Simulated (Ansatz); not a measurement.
H interstitial in zinc-blende BAs (start: void with 4As nearest; 64-site cell, 2×2×2 shifted sampling). Method: PBE, PAW (plane waves to 420 eV; Ansatz, a program for electronic structure). Total energies of the localised charge states, counted from that of charge +1, and their image corrections (point charge with alignment); the host's valence-band maximum lies at 10.804 eV on the cells' energy zero and its gap is 1.20 eV.

| charge | moment (μB) | E − E(first) (eV) | correction (eV) |
|---|---|---|---|
| +1 | not spin-polarised | 0.000 | 0.209 |
| 0 | 1.0 | 11.365 | 0.000 |
| −1 | not spin-polarised | 23.066 | 0.148 |

**Question.** Derive the transition levels above the valence-band maximum and say which of them are thermodynamic.

**Answer.** A level is the Fermi energy at which two charges have equal formation energy: ε(q/q′) = [E(q′) + corr(q′) − E(q) − corr(q)] / (q − q′) − E_VBM.
ε(+1/0) = [(11.365 + 0.000) − (0.000 + 0.209)] / 1 − 10.804 = 0.35 eV
ε(0/−1) = [(23.066 + 0.148) − (11.365 + 0.000)] / 1 − 10.804 = 1.05 eV
Thermodynamic levels at least 0.1 eV inside the gap: (+1/0) at 0.35 eV; (0/−1) at 1.05 eV. They hold to tenths of an eV in this cell. Only the charges listed were compared. The geometries come from one start. Flagged in the runs: a doubtful potential alignment, a strain field that reaches the edge of the cell.
